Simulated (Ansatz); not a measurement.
A15 V3Si (cubic form, which distorts at low temperature), treated with LDA in Ansatz (plane waves, PAW).

Total energies, extrapolated to zero smearing (they compare only within this program, potentials and cutoff):

```csv
system,energy (eV/atom)
"A15 V3Si (cubic form, which distorts at low temperature), relaxed",-2298.0179
bcc V,-2860.4577
diamond-structure Si,-608.6487
```

Problem. Work out the enthalpy of formation per atom.

Solution. ΔH_f ≈ ΔE = -2298.0179 − [3 × (-2860.4577) + 1 × (-608.6487)]/4 = -0.512 eV/atom (0 K, no vibrations). The reference value is -0.481 ± 0.02 eV/atom (measured, 298 K, copied from a table, unchecked, no zero-point or thermal correction; as tabulated in Wang et al. (2021), doi:10.1038/s41598-021-94550-5), a difference of -0.031 eV/atom.

The PAW data were made under PBE.

Note: symmetry holds this phase in the static calculation, where it need not be a minimum.

Ansatz is a first-principles code.
